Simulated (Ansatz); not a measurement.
## Effect of isotropic strain +2.55 % on hypothetical rock salt BeTe

The parent structure is BeTe in the rock salt structure (space group Fm-3m, No. 225; a = 5.371 Å; a hypothetical phase, not in the database extracts checked; relaxed with 0.1 eV smearing).

Perturbation: every lattice vector is stretched by 2.55 %; the atoms relax in the strained cell.

Level of theory: r2SCAN, PAW, 500 eV (Ansatz, a program for electronic structure; scalar-relativistic without spin-orbit coupling), earlier PAW set. Γ-centred 19×19×19 mesh, Fermi–Dirac width 0.1 eV.

* **Volume per atom**: 20.89 Å³ (base 19.37 Å³)
* **Space group**: Fm-3m (No. 225) (base Fm-3m (No. 225))
* **Energy relative to the base (free energy F)**: +22 meV/atom
* **Pressure**: -4.4 GPa (base 0.0 GPa)
* **Band gap**: zero (base zero)

Final structure:

```
CELL_PARAMETERS angstrom
      0.00000     2.75403     2.75403
      2.75403     0.00000     2.75403
      2.75403     2.75403     0.00000
ATOMIC_POSITIONS crystal
  Te 0.00000 0.00000 0.00000
  Be 0.50000 0.50000 0.50000
```

Stability against distortions was not tested. All final runs are without spin polarisation.
